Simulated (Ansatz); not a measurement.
Lattice parameter a of MoRu (model structure, Fm-3m, No. 225, 2 atoms in the cell) at several levels of theory

No measured value is used here.

```
level (code)     value (Å)
---------------  ---------
LDA (Ansatz)         5.010
PBEsol (Ansatz)      5.042
r²SCAN (Ansatz)      5.070
```

LDA, PBEsol, r²SCAN: the run has no spin polarisation, so it can have missed a magnetic state. Cutoffs differ between the levels. Ansatz's density-functional and Hartree–Fock values are scalar-relativistic unless marked +SOC, with PAW data made under PBE.

A model structure was made by putting elements into a prototype or built by hand; it is no filed structure, need not be a known phase, and can be a saddle point held by its symmetry.

Ansatz is a first-principles code.
